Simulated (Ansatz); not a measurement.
The reference is BeTe in the zinc blende structure (space group F-43m, No. 216; a = 5.554 Å). Axes: x, y, z lie along the cube axes.

Method: LDA, PAW, 420 eV (Ansatz, a quantum-chemistry and plane-wave program; without spin-orbit coupling).

Base values:

Band gap: 1.79 eV

Perturbation: biaxial strain +0.83 %, plane normal [111], relaxed out of plane (Cartesian); in-plane vectors clamped, the third vector and the atoms free.

Problem. How does this affect the band gap?

Solution. The band gap decreases by 0.03 eV (1.79 eV → 1.76 eV).

Spin-orbit coupling, missing from the scalar runs, can matter with Te. No phonon test of stability was made.
